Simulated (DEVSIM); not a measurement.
Device: abrupt CdTe n-p junction, at 300 K.

| layer (left to right) | material | thickness (μm) | Nd (cm⁻³) | Na (cm⁻³) | τn (s) | τp (s) |
|---|---|---|---|---|---|---|
| 1 | CdTe | 1.20 | 5.3e15 | - | 8.7e-9 | 8.7e-9 |
| 2 | CdTe | 0.980 | - | 5.7e17 | 8.7e-9 | 8.7e-9 |

Left contact: ohmic. Right contact: ohmic. Voltage is applied to the left contact. Recombination: SRH at mid-gap, Auger. Mobility is μmin + (μ − μmin)/(1 + (N/Nref)^α).

Constants are typed, rounded textbook-type inputs, not results; the design itself was drawn at random and stands for no fabricated device. Values at 300 K.

| parameter | CdTe |
|---|---|
| gap (eV) | 1.5 |
| affinity (eV) | 4.28 |
| permittivity | 10.2 |
| Nc (cm⁻³) | 8e17 |
| Nv (cm⁻³) | 1.8e19 |
| μn (cm²/Vs) | 1000 |
| μp (cm²/Vs) | 80 |
| μn,min | 100 |
| μp,min | 10 |
| Nref,n | 1e17 |
| Nref,p | 1e17 |
| αn | 0.6 |
| αp | 0.6 |
| Cn (cm⁶/s) | 1e-30 |
| Cp (cm⁶/s) | 1e-30 |

Model (solved in DEVSIM): 1D drift-diffusion, Boltzmann statistics, complete ionisation; no tunnelling, impact ionisation, image-force lowering or self-heating.

Q: Give the dark forward current.

A: 
(V (V), J (A/cm²)): (-0.05, -4.1e-11); (-0.15, -4.2e-10); (-0.25, -3.2e-9); (-0.35, -2.3e-8); (-0.45, -1.7e-7); (-0.55, -1.3e-6); (-0.65, -1.0e-5); (-0.80, -0.00025); (-0.90, -0.0028); (-1.00, -0.058); (-1.10, -1.8); (-1.20, -38); (-1.30, -380); (-1.40, -2200)…
